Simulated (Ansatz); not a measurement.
BaO (P6₃/mmc, No. 194, 4 atoms in the cell; start mp-1008500; a measured phase of this formula has another space group), treated with LDA in Ansatz (plane waves, PAW).

Numerical settings: plane-wave cutoff 520 eV, 12×12×6 k mesh (along the axes of the cell as run), Fermi–Dirac smearing 0.01 eV, scalar-relativistic PAW data made under PBE.

Cell (relaxed at this level):

```cif
data_Ba2O2
_chemical_formula_sum 'Ba2 O2'
_space_group_name_H-M_alt 'P 1'
_space_group_IT_number 1
_cell_length_a 3.70321
_cell_length_b 3.70321
_cell_length_c 6.47236
_cell_angle_alpha 90.000
_cell_angle_beta 90.000
_cell_angle_gamma 120.000
loop_
_space_group_symop_operation_xyz
  'x, y, z'
loop_
_atom_site_label
_atom_site_type_symbol
_atom_site_fract_x
_atom_site_fract_y
_atom_site_fract_z
_atom_site_occupancy
Ba1 Ba 0.33333 0.66667 0.25000 1
Ba2 Ba 0.66667 0.33333 0.75000 1
O1 O 0.00000 0.00000 0.50000 1
O2 O 0.00000 0.00000 0.00000 1
```

**Question.** What does this level give for the band gap, smallest direct gap on the k points sampled and direct gap at Γ?

**Answer.** 
band gap: 2.37 eV
smallest direct gap on the k points sampled: 2.39 eV
direct gap at Γ: 3.45 eV

Spin–orbit coupling is not included.

The computed numbers hold no vibrational or temperature effects.

A start named mp-… is a Materials Project structure, which need not be a measured phase.

Ansatz is a quantum-chemistry and plane-wave program.
